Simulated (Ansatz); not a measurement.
Base system: AlN in the wurtzite structure (space group P6_3mc, No. 186).

AlN is modelled in the hexagonal space group P6₃mc (No. 186), the wurtzite structure, Pearson symbol hP4. Lattice parameters: a = b = 3.1302 Å, c = 5.0180 Å, α = β = 90.00°, γ = 120.00°. Al on 2b is coordinated by 4 N at 1.902–1.915 Å (tetrahedral). N on 2b sees 4 Al at 1.902–1.915 Å (tetrahedral). (Neighbours: up to the widest gap in distance over summed covalent radii, below 1.35, at either atom; cation-cation and far metal-metal contacts left out.)

Level of theory: PBE/PAW in Ansatz (an electronic-structure program), no spin-orbit coupling.

Base values:

Gap character: direct at Γ

Modification: every lattice vector is shortened by 0.60 %, atoms relaxed at fixed cell.

**Question.** What happens to the mean gap deformation potential ΔEg/Δln V?

**Answer.** The mean gap deformation potential ΔEg/Δln V amounts to -8.6 eV.

**Question.** What happens to the gap character?

**Answer.** The gap character remains direct at Γ.

**Question.** How does this affect the energy relative to the base?

**Answer.** The energy goes up by 2.1 meV/atom.

The cells carry an imposed strain or load. Stability against distortions was not tested.
